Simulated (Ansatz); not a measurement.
Given:

```yaml
crystal:
  lattice:
    - [0.00000, 1.77708, 1.77708]
    - [1.77708, 0.00000, 1.77708]
    - [1.77708, 1.77708, 0.00000]
  atoms:
    - { symbol: B, position: [0.00000, 0.00000, 0.00000] }
    - { symbol: N, position: [0.25000, 0.25000, 0.25000] }
```

These are r2SCAN, rigid bands (plane waves, PAW, scalar-relativistic; Ansatz, a program for electronic structure) values and carry that method's errors. Condition of this run: hydrostatic pressure of 18 GPa (compression positive) (the target of the relaxation). Geometry: cell and atoms relaxed with PBEsol, then loaded as said.

### Question
What conductivity effective mass do dilute electrons have at 300 K?

### Answer
0.38 mₑ.

### Question
What conductivity effective mass do dilute holes have at 300 K?

### Answer
0.67 mₑ.

### Question
And the band gap?

### Answer
5.06 eV at this level; semilocal functionals usually fall short of the measured gap.

Rigid bands, one relaxation time for all states, no polarons. Spin-orbit coupling is left out. Geometry: cell and atoms relaxed with PBEsol.
